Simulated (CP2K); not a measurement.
Short convergence ladders for CrB4 (Imm2, 5 atoms in the cell)

```yaml
crystal:
  lattice:
    - [3.87189, 0.00000, 0.00000]
    - [-0.04544, 3.87163, 0.00000]
    - [-0.99697, -2.84138, 2.43396]
  atoms:
    - { symbol: Cr, position: [0.00919, 0.00919, 0.00000] }
    - { symbol: B, position: [0.53800, 0.34213, 0.19587] }
    - { symbol: B, position: [0.46200, 0.65787, 0.80413] }
    - { symbol: B, position: [0.14626, 0.34213, 0.80413] }
    - { symbol: B, position: [0.85374, 0.65787, 0.19587] }
```

Base method: PBEsol, GPW, DZVP-MOLOPT-SR-GTH basis, GTH-PBE potentials (GTH_POTENTIALS) (CP2K 2026.2).

Base settings: CUTOFF = 600 Ry; REL_CUTOFF = 60 Ry; SMEAR/METHOD = GAUSSIAN; SIGMA = 0.1 eV; KPOINTS/SCHEME = MONKHORST-PACK 4 4 4; GAMMA_CENTERED = T; XC_FUNCTIONAL = PBE:PBESOL; Cr/BASIS_SET = DZVP-MOLOPT-SR-GTH-q14; Cr/POTENTIAL = GTH-PBE-q14; B/BASIS_SET = DZVP-MOLOPT-SR-GTH-q3.

Core times come from one kind of shared machine, to one figure; runs under 30 s give none.

**Shifted k-point meshes**

In this ladder: GAMMA_CENTERED = default.

Only quantities that move along the ladder and can be compared are tabulated.

```tsv
KPOINTS/SCHEME	free energy less the last step's (meV/atom)	pressure (GPa)	largest difference of a force vector from the last step's (eV/Å)
MONKHORST-PACK 2 2 2	76.27	1.89	0.781
MACDONALD 3 3 3 0.1666666667 0.1666666667 0.1666666667	19.78	2.27	0.678
MONKHORST-PACK 4 4 4	-3.72	1.53	0.069
MACDONALD 5 5 5 0.1 0.1 0.1	1.92	1.79	0.111
MONKHORST-PACK 6 6 6	-0.52	1.68	0.030
MACDONALD 7 7 7 0.07142857143 0.07142857143 0.07142857143	0.36	1.69	0.022
MONKHORST-PACK 8 8 8	0.00	1.67	0.000
```

Coarsest KPOINTS/SCHEME that holds the free energy within 1 meV/atom of the last step, with all finer ones: MONKHORST-PACK 6 6 6; the step before is off by 1.9 meV/atom.

Coarsest KPOINTS/SCHEME that holds the pressure within 0.5 GPa of the last step, with all finer ones: MONKHORST-PACK 4 4 4; the step before is off by 0.60 GPa.

Coarsest KPOINTS/SCHEME that holds the forces within 0.02 eV/Å: not settled: the last two steps still differ by 0.022 eV/Å, over half the tolerance, so the ladder does not show it.

**The k-point mesh at a smearing width of 0.3 eV**

In this ladder: SIGMA = 0.3 eV. Moved along: GAMMA_CENTERED.

Only quantities that move along the ladder and can be compared are tabulated.

| KPOINTS/SCHEME | free energy less the last step's (meV/atom) | largest difference of a force vector from the last step's (eV/Å) |
|---|---|---|
| MONKHORST-PACK 5 5 5 | -1.05 | 0.022 |
| MONKHORST-PACK 6 6 6 | 0.21 | 0.016 |
| MONKHORST-PACK 7 7 7 | -0.17 | 0.011 |
| MONKHORST-PACK 8 8 8 | 0.00 | 0.000 |

Coarsest KPOINTS/SCHEME that holds the forces within 0.02 eV/Å: not settled: the last two steps still differ by 0.011 eV/Å, over half the tolerance, so the ladder does not show it.

Coarsest KPOINTS/SCHEME that holds the free energy within 0.5 meV/atom of the last step, with all finer ones: MONKHORST-PACK 6 6 6; the step before is off by 1.1 meV/atom.

**The width of Methfessel-Paxton smearing**

In this ladder: SMEAR/METHOD = METHFESSEL_PAXTON; KPOINTS/SCHEME = MONKHORST-PACK 7 7 7; GAMMA_CENTERED = default.

Narrow widths need finer meshes than wide ones, so the last steps can hold mesh noise.

Only quantities that move along the ladder and can be compared are tabulated; pressure and forces are left out, as mesh noise rules them at narrow widths.

```csv
SIGMA,free energy less the last step's (meV/atom),core time / last (rough)
1 eV,10.18,1
0.5 eV,1.62,1
0.3 eV,0.49,1
0.2 eV,0.06,1
0.1 eV,-0.01,1
0.05 eV,0.00,1
```

Widest SIGMA that holds the free energy within 5 meV/atom of the last step, with all finer ones: 0.5 eV; the step before is off by 10 meV/atom.

On the base run: the starting cell comes from a database of computed structures (which also holds hypothetical and non-ambient phases and stackings), without a prior relaxation at this level. Its lattice was rescaled by up to half a per cent. One atom was moved a little off its site on purpose. Spin polarisation is off. Values carry the incompleteness of an atom-centred basis. The potentials were made for another functional than the one used. In the base run, forces exceed 1 eV/Å. Without a gap this mesh is coarse (it stands for a supercell whose shortest vector is 11 Å).

Left out of this page: 2 runs of the series outside the window shown, repeating another row's setting, or not comparable.
